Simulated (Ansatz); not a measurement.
# Response to strain in MgB2C2

The parent structure is MgB2C2 (space group Pnnm, No. 58; a = 4.617 Å, b = 7.169 Å, c = 2.766 Å; a cell from a computed database, its experimental status unchecked). Axes: x, y, z lie along a, b, c of the conventional cell.

Strains are applied to the cell and any free atomic positions relax; under biaxial strain the out-of-plane vector relaxes too.

Calculations: Ansatz (a quantum-chemistry and plane-wave program) PBEsol, spin-orbit coupling left out.

| variant | smallest direct gap | band gap | volume per atom |
|---|---|---|---|
| base | 1.70 eV | 1.20 eV | 9.16 Å³ |
| biaxial strain −1.17 %, plane normal [001], relaxed out of plane | 1.79 eV | 1.08 eV | 8.96 Å³ |
| isotropic strain −2.68 % | 2.00 eV | 0.96 eV | 8.44 Å³ |
| uniaxial strain ε_xx = −4.38 % | [?] | [?] | 8.75 Å³ |

Q: Some entries are withheld; estimate them.

A: 
- uniaxial strain ε_xx = −4.38 %, smallest direct gap: 2.21 eV
- uniaxial strain ε_xx = −4.38 %, band gap: 0.98 eV

No phonon test of stability was made.
